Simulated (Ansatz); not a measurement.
Consider KBr in the rock salt structure (space group Fm-3m, No. 225; a = 6.608 Å). Axes: x, y, z lie along the cube axes.

Method: r2SCAN (Ansatz, a program for electronic structure, PAW, no spin-orbit coupling).

Strains are applied to the cell and any free atomic positions relax; under stress the whole cell relaxes.

One change was made to it. Results:

| quantity | base | after |
|---|---|---|
| energy relative to the base (free energy F) | 0 meV/atom | +4.0 meV/atom |
| valley order (the lowest conduction-band minima on the path, energy above the VBM, named in the base's zone) | Γ 5.07 eV; X along ⟨100⟩ 6.36 eV | Γ 4.98 eV; X along [100] 6.37 eV; X along [001] 6.42 eV |
| electron mass | 0.39 mₑ (at Γ) | 0.37 mₑ along z, 0.40 mₑ across (at Γ) |

Task: Which of these changes matches the shifts?
A) uniaxial strain ε_yy = −2.07 %
B) uniaxial stress, 1 GPa tension along z
C) strain tensor (xx, yy, zz, yz, xz, xy) = (−1.60, +1.07, +0.78, +0.24, −0.35, −0.27) %

Result: B, uniaxial stress, 1 GPa tension along z. For comparison, the valley order in the other runs: strain tensor (xx, yy, zz, yz, xz, xy) = (−1.60, +1.07, +0.78, +0.24, −0.35, −0.27) % gives Γ 5.04 eV; X along [100] 6.32 eV; X along [001] 6.36 eV; X along [010] 6.37 eV; uniaxial strain ε_yy = −2.07 % gives Γ 5.12 eV; X along [010] 6.31 eV; X along [001] 6.34 eV.

The levels and masses belong to the bands next to the band gap. Effective masses come from finite differences of ±0.01 Å⁻¹. Stability under load was not tested beyond the relaxation.
